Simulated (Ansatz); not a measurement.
```yaml
crystal:
  lattice:
    - [0.00000, 2.00010, 2.00010]
    - [2.00010, 0.00000, 2.00010]
    - [2.00010, 2.00010, 0.00000]
  atoms:
    - { symbol: Ag, position: [0.00000, 0.00000, 0.00000] }
```

Level of theory: LDA, DFPT electron-phonon coupling, linearised Boltzmann equation (plane waves, PAW, scalar-relativistic; Ansatz, a program for electronic structure). Condition of this run: functional LDA. How the cell was made: relaxed with this functional, without spin-orbit coupling.

Problem. What phonon-limited resistivity does this give at 300 K?

Solution. 1.56 μΩ·cm.

Problem. How long is the mean free path there?

Solution. 54 nm, weighted by the current that each state carries. Wires not much wider than this gain resistivity from their walls.

A metal at this level (no band gap). Only scattering by harmonic phonons is included (no impurities, grain boundaries, electron-electron scattering or thermal expansion). Spin-orbit coupling is left out. Halving the electron mesh (36x36x36) moves the resistivity by up to 1 % at 300 K, the mean free path by up to 3 %. Smearing 0.20 eV; phonons on a 6x6x6 q mesh, which this run doesn't test.
